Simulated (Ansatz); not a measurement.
Take Si in the diamond structure (space group Fd-3m, No. 227; a = 5.444 Å) as the base. Axes: x, y, z lie along the cube axes.

Structures relaxed with r2SCAN (Ansatz, a program for electronic structure, PAW, no spin-orbit coupling).

Base:

Simulated powder pattern, Cu Kα1, λ = 1.54056 Å (kinematic, ideal powder, no thermal factors, no anomalous dispersion; the 8 strongest lines at most, above 2 %, up to 2θ = 90°):

| 2θ (°) | I/Imax (%) | hkl |
|---|---|---|
| 28.37 | 100 | (111) |
| 47.18 | 67 | (220) |
| 55.97 | 40 | (311) |
| 68.93 | 11 | (400) |
| 76.15 | 16 | (331) |
| 87.76 | 23 | (422) |

It is then changed as follows: biaxial strain −1.51 %, plane normal [001], relaxed out of plane (Cartesian); in-plane vectors clamped, the third vector and the atoms free.

Task: How do the reflections move or split?

Result: 
Simulated powder pattern, Cu Kα1, λ = 1.54056 Å (kinematic, ideal powder, no thermal factors, no anomalous dispersion; the 8 strongest lines at most, above 2 %, up to 2θ = 90°):

| 2θ (°) | d (Å) | I/Imax (%) | hkl |
|---|---|---|---|
| 28.56 | 3.122 | 100 | (111) |
| 47.29 | 1.920 | 45 | (202) |
| 47.95 | 1.896 | 22 | (220) |
| 55.60 | 1.652 | 14 | (113) |
| 56.76 | 1.620 | 26 | (311) |
| 76.42 | 1.245 | 11 | (313) |
| 87.53 | 1.114 | 7.9 | (224) |
| 88.97 | 1.099 | 15 | (422) |

The indices refer to the base's conventional cell; one index is shown for lines that coincide. The space group is now I4_1/amd (No. 141).

Whether these cells are dynamically stable was not tested.
